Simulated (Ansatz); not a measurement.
Pd3AlN (model structure, started from the Ni3MgC type, Pm-3m, No. 221, 5 atoms in the cell), treated with LDA in Ansatz (plane waves, PAW).

Settings: plane-wave cutoff 520 eV, 14×14×14 k mesh, Fermi–Dirac smearing 0.05 eV, scalar-relativistic PAW data made under PBE.

Cell (relaxed at this level):

```yaml
crystal:
  lattice:
    - [4.04397, 0.00000, 0.00000]
    - [0.00000, 4.04397, 0.00000]
    - [0.00000, 0.00000, 4.04397]
  atoms:
    - { symbol: Al, position: [0.00000, 0.00000, 0.00000] }
    - { symbol: Pd, position: [0.00000, 0.50000, 0.50000] }
    - { symbol: Pd, position: [0.50000, 0.00000, 0.50000] }
    - { symbol: Pd, position: [0.50000, 0.50000, 0.00000] }
    - { symbol: N, position: [0.50000, 0.50000, 0.50000] }
```

Give the computed bulk modulus B0.


- bulk modulus B0: 210 GPa

The run finds no gap.

Note: the bulk modulus is −V dP/dV from two relaxed cells at ±2 % in volume; the relaxation could raise the start's symmetry but not lower it, so the cell can be a saddle point.

Static lattice: no zero-point or thermal effects.

A model structure was made by putting elements into a prototype or built by hand; it is no filed structure, need not be a known phase, and can be a saddle point held by its symmetry.

Ansatz is an electronic-structure program.
